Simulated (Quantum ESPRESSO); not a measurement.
Troubleshooting Quantum ESPRESSO: a failed run on Mg6TiMn (Amm2, 8 atoms in the cell). The aim is a self-consistent single point with DFT, PBEsol, plane waves, SSSP 1.1.2 efficiency (PBE) pseudopotentials.

Input:

```fortran
&CONTROL
    calculation = 'scf'
    prefix = 'pwscf'
    outdir = './out'
    pseudo_dir = './'
    tprnfor = .true.
    tstress = .true.
/
&SYSTEM
    ibrav = 0
    celldm(1) = 9.37568719
    nat = 8
    ntyp = 3
    ecutwfc = 50
    ecutrho = 400
    occupations = 'smearing'
    smearing = 'marzari-vanderbilt'
    degauss = 0.0073499
    nspin = 2
    starting_magnetization(3) = 0.267
    input_dft = 'pbesol'
/
&ELECTRONS
    conv_thr = 1.0d-10
    mixing_beta = 0.3
/
ATOMIC_SPECIES
Mg    24.3050  Mg.pbe-n-kjpaw_psl.0.3.0.UPF
Ti    47.8670  ti_pbe_v1.4.uspp.F.UPF
Mn    54.9380  mn_pbe_v1.5.uspp.F.UPF
ATOMIC_POSITIONS {crystal}
Mg    0.50000000    0.66927000    0.16621000
Mg    0.50000000    0.16621000    0.66927000
Mg    0.00000000    0.83940000    0.33740000
Mg    0.00000000    0.33740000    0.83940000
Mg    0.00000000    0.32649000    0.32649000
Mg    0.00000000    0.82794000    0.82794000
Ti    0.50000000    0.66839000    0.66839000
Mn    0.50000000    0.16491000    0.16491000
K_POINTS {automatic}
7 6 6  0 0 0
```

Log, with long lists cut:

```
     file Mg.pbe-n-kjpaw_psl.0.3.0.UPF: wavefunction(s)  3S renormalized

 %%%%%%%%%%%%%%%%%%%%%%%%%%%%%%%%%%%%%%%%%%%%%%%%%%%%%%%%%%%%%%%%%%%%%%%%%%%%%%
     Error in routine cell_base_init (1):
     ibrav=0: must read cell parameters
 %%%%%%%%%%%%%%%%%%%%%%%%%%%%%%%%%%%%%%%%%%%%%%%%%%%%%%%%%%%%%%%%%%%%%%%%%%%%%%

     stopping ...
```

### Question
Read the log: what does the program object to, and what is the fix?

### Answer
The fault is no cell vectors for a free lattice. A free lattice needs its vectors. To fix it, add the cell. The program stopped before any SCF iteration.

An input that runs soundly differs in these lines (not the only fix; some lines may just follow from the change or write a value another way):
```diff
+CELL_PARAMETERS {alat}
+   1.00000000     0.00000000     0.00000000
+   0.00000000     0.61576269     1.09583686
+   0.00000000    -0.61576269     1.09583686
```

With that input, the run converged in 32 iterations: free energy E − TS -7161.9317 eV; Fermi level (on the code's own zero) 5.57 eV; pressure -1.39 GPa; largest force (vector length) 0.091 eV/Å; size of the cell's spin moment 1.92 μB (DFT, PBEsol, plane waves, SSSP 1.1.2 efficiency (PBE) pseudopotentials).

On the sound input: the starting cell comes from a database of computed structures (which also holds hypothetical and non-ambient phases and stackings), without a prior relaxation at this level. The magnetic order is the one reached from the typed start; others were not searched systematically.
